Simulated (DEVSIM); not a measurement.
## double heterostructure, Ge between p- and n-type Si

System: double heterostructure, Ge between p- and n-type Si, at 350 K.

```csv
layer (left to right),material,thickness (μm),Nd (cm⁻³),Na (cm⁻³),τn (s),τp (s)
1,Si,0.310,9.6e15,-,2.4e-7,2.4e-7
2,Ge,0.0760,-,3.2e14,2.4e-7,2.4e-7
3,Si,0.400,-,1.2e18,2.4e-7,2.4e-7
```

Left contact: ohmic. Right contact: ohmic. Voltage is applied to the left contact. Recombination: SRH at mid-gap, radiative, Auger. Mobility is constant in doping.

Constants are typed, rounded textbook-type inputs, not results; the design itself was drawn at random and stands for no fabricated device. Values at 300 K; Nc and Nv go as T^1.5, mobilities as T to minus their exponent, the gap by Varshni's rule with the affinity fixed.

| parameter | Si | Ge |
|---|---|---|
| gap (eV) | 1.124 | 0.664 |
| affinity (eV) | 4.05 | 4 |
| permittivity | 11.7 | 16 |
| Nc (cm⁻³) | 2.86e19 | 1.04e19 |
| Nv (cm⁻³) | 3.1e19 | 6e18 |
| μn (cm²/Vs) | 1417 | 3900 |
| μp (cm²/Vs) | 470 | 1900 |
| T exponent of μn | 2.3 | 1.66 |
| T exponent of μp | 2.2 | 2.33 |
| B (cm³/s) | 4.7e-15 | 6.4e-14 |
| Cn (cm⁶/s) | 2.8e-31 | 1e-31 |
| Cp (cm⁶/s) | 9.9e-32 | 1e-31 |
| Varshni α (eV/K) | 0.000473 | 0.000477 |
| Varshni β (K) | 636 | 235 |

Model (solved in DEVSIM): 1D drift-diffusion, Boltzmann statistics, complete ionisation; no tunnelling, impact ionisation, image-force lowering or self-heating. Band offsets follow the typed affinities; no thermionic-emission limit at abrupt steps, no polarisation charge.

- Potential step across the device at zero bias: 0.757 V
- Dark forward voltage at 1 A/cm²: 0.427 V
- Dark forward voltage at 100 A/cm²: 0.621 V

Dark forward current:

(V (V), J (A/cm²)): (-0.05, -5.4e-5); (-0.10, -0.00026); (-0.15, -0.0011); (-0.20, -0.0043); (-0.25, -0.017); (-0.30, -0.059); (-0.35, -0.19); (-0.40, -0.55); (-0.45, -1.6); (-0.50, -5.0); (-0.55, -16); (-0.60, -57); (-0.65, -220); (-0.70, -750); (-0.75, -2000); (-0.80, -4000)
